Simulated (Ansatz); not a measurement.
For B (model structure, started from the diamond type, Fd-3m, No. 227, 2 atoms in the cell), PBE-D3(BJ) (PAW; Ansatz, a first-principles code) gives:

equilibrium lattice constant a: 4.030 Å
cohesive energy: 5.48 eV/atom

What does r²SCAN+rVV10 in Ansatz (plane waves, PAW) give for the same quantities?


- lattice constant a: 4.050 Å (grows by 0.5 %)
- cohesive energy: 5.31 eV/atom (falls by 0.17 eV/atom)

Changes are worked out from the printed values.

Unless a cell is named, each level is at its own relaxed cell (PBE-D3(BJ) 8.18, r²SCAN+rVV10 8.31 Å³/atom).

Ansatz's density-functional and Hartree–Fock values are scalar-relativistic unless marked +SOC, with PAW data made under PBE.

A model structure was made by putting elements into a prototype or built by hand; it is no filed structure, need not be a known phase, and can be a saddle point held by its symmetry.
